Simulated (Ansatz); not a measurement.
The parent structure is In2Au in the cubic Laves (MgCu2 type) structure (space group Fd-3m, No. 227; a = 8.5376 Å; a hypothetical phase, not in the database extracts checked).

(Cell as relaxed with PBE.)

Levels (all Ansatz, an electronic-structure program, PAW): PBE (420 eV, scalar-relativistic without spin-orbit coupling); PBEsol (420 eV, no spin-orbit coupling).

Each level relaxes its own structure.

| quantity | PBE | PBEsol |
|---|---|---|
| volume per atom | 25.93 Å³ | [?] |
| lattice parameter a | 8.538 Å | [?] |
| band gap | zero | [?] |

Task: Predict the PBEsol column.

Result: 
- volume per atom, PBEsol: 23.83 Å³
- lattice parameter a, PBEsol: 8.300 Å
- band gap, PBEsol: zero

PBE's volume per atom lies 2.10 Å³ above PBEsol's (8.8 %); PBE's lattice parameter a lies 0.238 Å above PBEsol's (2.9 %); the two agree on the band gap. Neither level is exact; PBEsol is the comparison here, not a measurement.

Whether these cells are dynamically stable was not tested.
